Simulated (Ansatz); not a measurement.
Consider a 24-atom cell of (Ti,Hf)Si2 started in the ZrSi2 (C49) type structure, site fractions Ti 0.250, Hf 0.750, short-range order -0.11 among the nearest mixed sites of the first mixed sublattice (0 is random, a negative value favours unlike neighbours), space group Cm at the end. Its start:

```xyz
24
Lattice="0.0000 0.0000 7.2668 1.8180 -7.2335 3.6334 7.2720 0.0000 -3.6334" Properties=species:S:1:pos:R:3 pbc="T T T"
Ti     1.7800    -5.7358     2.7250
Hf     1.8455    -5.7189     6.3584
Ti     5.4947    -5.7348     2.7250
Hf     5.4246    -5.7205     6.3584
Hf     3.6405    -1.5176     4.5002
Hf     3.6405    -1.5176     0.9499
Hf     7.2688    -1.5209     4.5599
Hf     7.2688    -1.5209     0.8901
Si     1.8084    -0.6560     2.7250
Si     1.8269    -0.7842     6.3584
Si     5.4957    -0.6862     2.7250
Si     5.4122    -0.7064    -0.9083
Si     3.6368    -6.4210     4.4604
Si     3.6368    -6.4210     8.2564
Si     7.2716    -6.4029     4.5373
Si     7.2716    -6.4029     0.9128
Si     3.6307    -3.5981     6.3584
Si     3.6368    -3.7416     2.7250
Si     7.3093    -3.6742    -0.9083
Si     7.2365    -3.6552     2.7250
Si     1.8265    -3.6634     8.2169
Si     1.8265    -3.6634     4.5000
Si     5.4452    -3.6691     0.9515
Si     5.4452    -3.6691     4.4985
```

The mixing enthalpy is taken against the end members in the ZrSi2 (C49) type type (which need not be the stable form of every end member), relaxed in the same cell and mesh.

All values below come from PBE (plane waves to 420 eV, PAW; Ansatz, an electronic-structure program). No spin–orbit coupling; the runs are not spin-polarised. Its k-point mesh 6×5×5, Fermi–Dirac width 0.05 eV.

| end member | weight | volume per atom (Å³) |
|---|---|---|
| TiSi2 | 0.250 | 14.35 |
| HfSi2 | 0.750 | 16.38 |

Problem. Predict the alloy's volume, bond lengths and mixing enthalpy.

Solution. 
* **volume per atom**: 15.92 Å³
* **Hf–Si bonds (within 1.22 times the sum of covalent radii)**: 2.780 Å on average, from 2.666 to 2.995 (60)
* **Si–Ti bonds (within 1.22 times the sum of covalent radii)**: 2.726 Å on average, from 2.629 to 2.929 (20)
* **mixing enthalpy per site of the mixed sublattice**: 32 meV
* **departure of the mean lattice parameter from Vegard's line**: under 0.15 %, inside the noise of the relaxations
